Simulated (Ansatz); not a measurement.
CsCl-type CoAl was calculated with revPBE (plane waves, PAW; Ansatz, a first-principles code).

Settings: plane-wave cutoff 520 eV, 22×22×22 k mesh, Fermi–Dirac smearing 0.04 eV (set by the program), no spin polarisation, scalar-relativistic PAW data made under PBE.

Computed at the level's own relaxed cell.

Elastic tensor (GPa, Voigt notation, ions relaxed):

```
  281.3   116.3   116.3     0.0     0.0     0.0
  116.3   281.3   116.3     0.0     0.0     0.0
  116.3   116.3   281.3     0.0     0.0     0.0
    0.0     0.0     0.0   136.1     0.0     0.0
    0.0     0.0     0.0     0.0   136.1     0.0
    0.0     0.0     0.0     0.0     0.0   136.1
```

Worked from these constants: the tetragonal shear constant is C′ = (C11 − C12)/2 = 82.5 GPa against C44 = 136.1 GPa, so the tetragonal shear is the softer. The Zener ratio C44/C′ is 1.65 (1 for an isotropic solid), and the Cauchy pressure C12 − C44 is -19.8 GPa. With C11 + 2C12 = 513.9 GPa all three Born conditions hold; they don't test modes at the zone boundary.

The computed numbers hold no vibrational or temperature effects.
